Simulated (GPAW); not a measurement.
Input and output of a self-consistent single point for Mg₃Zn (P1, 4 atoms in the cell) (GPAW).

Method: LDA (Perdew-Wang 92), GPAW PAW datasets LDA (gpaw-data 1.0.1) (plane waves; GPAW).

The change in words: atoms moved at random. Reference geometry:
```yaml
crystal:
  lattice:
    - [4.27552, 0.00000, 0.00000]
    - [0.00000, 4.27552, 0.00000]
    - [0.00000, 0.00000, 4.27552]
  atoms:
    - { symbol: Mg, position: [0.50000, 0.50000, 0.00000] }
    - { symbol: Mg, position: [0.00000, 0.50000, 0.50000] }
    - { symbol: Mg, position: [0.50000, 0.00000, 0.50000] }
    - { symbol: Zn, position: [0.00000, 0.00000, 0.00000] }
```

Reference input (self-consistent single point, DFT LDA (Perdew-Wang 92), plane waves, GPAW PAW datasets LDA (gpaw-data 1.0.1)): mode = pw; ecut = 850 eV; xc = LDA; kpts = 6 6 6; mesh shift (steps) = 0 0 0; occupations.name = fermi-dirac; occupations.width = 0.05 eV; nbands = -8; convergence.bands = -6; symmetry.symmorphic = false; symmetry.tolerance = 0.0005; maxiter = 120. This run's input differs from it in these lines:

```diff
@@ -8,6 +8,6 @@
                     [0.000000, 0.000000, 4.275520]],
-              scaled_positions=[[0.500000, 0.500000, 0.000000],
-                                [0.000000, 0.500000, 0.500000],
-                                [0.500000, 0.000000, 0.500000],
-                                [0.000000, 0.000000, 0.000000]],
+              scaled_positions=[[0.507812, 0.504994, 0.007212],
+                                [0.002143, 0.504675, 0.499106],
+                                [0.498668, 0.000582, 0.506689],
+                                [-0.008623, -0.010251, -0.013008]],
               pbc=True)
```

Log, with long lists cut:

```
     iter     time        total  log10-change:
                         energy   eigst   dens
iter:   1 --:--:--    -7.673426   +0.60
iter:   2 --:--:--    -7.790305   -0.46  -1.56
iter:   3 --:--:--    -7.681569   -1.32  -1.58
iter:   4 --:--:--    -7.930233   -1.34  -1.79
iter:   5 --:--:--    -7.768266   -2.60  -2.21
iter:   6 --:--:--    -7.677296   -2.23  -2.35
iter:   7 --:--:--    -7.679784   -3.77  -2.56
iter:   8 --:--:--    -7.670153c  -3.06  -2.76
iter:   9 --:--:--    -7.670005c  -3.88  -3.37
iter:  10 --:--:--    -7.670026c  -4.50  -3.53
iter:  11 --:--:--    -7.669962c  -5.74  -3.77
iter:  12 --:--:--    -7.669937c  -5.70  -4.08c
iter:  13 --:--:--    -7.669955c  -5.92  -4.11c
iter:  14 --:--:--    -7.669930c  -6.19  -4.21c
iter:  15 --:--:--    -7.669908c  -5.79  -4.38c
iter:  16 --:--:--    -7.669906c  -7.01  -4.44c
iter:  17 --:--:--    -7.669906c  -7.84c -4.67c
Converged after 17 iterations.

Dipole moment: (0.482139, 0.697041, 0.468871) |e|*Ang

Energy contributions relative to reference atoms: (reference = -65069.591754)

Kinetic:         -8.323187
Potential:      +13.776503
External:        +0.000000
XC:             -12.860337
Entropy (-ST):   -0.018118
Local:           -0.253827
SIC:             +0.000000
--------------------------
Free energy:     -7.678965
Extrapolated:    -7.669906

Showing only first 2 kpts
 Kpt  Band  Eigenvalues  Occupancy
  0    19      3.98194    1.97812
  0    20      3.98480    1.97685
  0    21      4.09846    1.79579
  0    22      6.03096    0.00000

  1    19      4.19939    1.07760
  1    20      4.20435    1.02812
  1    21      4.81965    0.00001
  1    22      6.23305    0.00000

Fermi level: 4.20717

No gap
No difference between direct/indirect transitions
Energy (eV): -7.669906

Forces in eV/Ang:
  0 Mg   -0.09198   -0.07671   -0.10427
  1 Mg    0.00402   -0.07269    0.04090
  2 Mg    0.01215    0.05843   -0.04457
  3 Zn    0.07567    0.09078    0.10779

Stress tensor:
     0.008375    -0.000220    -0.000157
    -0.000220     0.008609    -0.000058
    -0.000157    -0.000058     0.008617
Stress (GPa, Voigt): [ 1.3419  1.3793  1.3806 -0.0093 -0.0251 -0.0353]
```

The run converged in 17 iterations. GPAW prints stress with tension positive. Against the reference run the free energy rises by 2.9 meV/atom, the pressure goes from -1.47 to -1.37 GPa and the largest force goes from 0.000 to 0.160 eV/Å.

The starting cell comes from a database of computed structures (which also holds hypothetical and non-ambient phases and stackings), without a prior relaxation at this level. For this run, on top of that: atoms moved at random.

Cost on one core of a shared machine: roughly 2 min.
